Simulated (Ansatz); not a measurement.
# (8,0) GaN nanotube

Levels: PBE (plane waves to 420 eV, PAW; Ansatz, an electronic-structure program); PBE with spin-orbit coupling in Ansatz; r2SCAN (plane waves to 500 eV, PAW; Ansatz); HSE06 (Ansatz). Unmarked values and the geometry are of the first. Mesh 1×1×6. No spin polarisation. Isolated but for its images some 11 Å away. A hypothetical model, rolled from the flat sheet. Symmetry and one short period hold its shape; lower forms weren't sought. HSE06 ran on a 1×1×4 mesh and at PBE's edge points.

- period along the axis (32 atoms) = 5.527 Å
- mean diameter = 8.31 Å
- radii of the innermost and outermost atoms = 4.09 and 4.23 Å
- energy over the flat sheet = +61 meV/atom
- PBE gap = 1.96 eV, direct at Γ
- electron mass along the axis (PBE) = 0.23 mₑ
- hole mass along the axis (PBE) = 2.1 mₑ
- valence and conduction edges under the vacuum level (PBE) = 5.57 and 3.61 eV
- PBE+SOC gap at this geometry = 1.96 eV
- r2SCAN gap at this geometry = 2.35 eV
- HSE06 gap at this geometry = 3.17 eV

```xyz
32
Lattice="19.5000 0.0000 0.0000 0.0000 19.5000 0.0000 0.0000 0.0000 5.5275" Properties=species:S:1:pos:R:3 pbc="T T T"
Ga    13.8389     9.7500     3.6902
N     13.6536    11.3669     4.6010
N     13.9753     9.7500     1.8373
Ga    12.6412    12.6412     3.6902
N     11.3669    13.6536     4.6010
Ga    13.5276    11.3147     0.9265
N     12.7377    12.7377     1.8373
Ga     9.7500    13.8389     3.6902
N      8.1331    13.6536     4.6010
Ga    11.3147    13.5276     0.9265
N      9.7500    13.9753     1.8373
Ga     6.8588    12.6412     3.6902
N      5.8464    11.3669     4.6010
Ga     8.1853    13.5276     0.9265
N      6.7623    12.7377     1.8373
Ga     5.6611     9.7500     3.6902
N      5.8464     8.1331     4.6010
Ga     5.9724    11.3147     0.9265
N      5.5247     9.7500     1.8373
Ga     6.8588     6.8588     3.6902
N      8.1331     5.8464     4.6010
Ga     5.9724     8.1853     0.9265
N      6.7623     6.7623     1.8373
Ga     9.7500     5.6611     3.6902
N     11.3669     5.8464     4.6010
Ga     8.1853     5.9724     0.9265
N      9.7500     5.5247     1.8373
Ga    12.6412     6.8588     3.6902
N     13.6536     8.1331     4.6010
Ga    11.3147     5.9724     0.9265
N     12.7377     6.7623     1.8373
Ga    13.5276     8.1853     0.9265
```
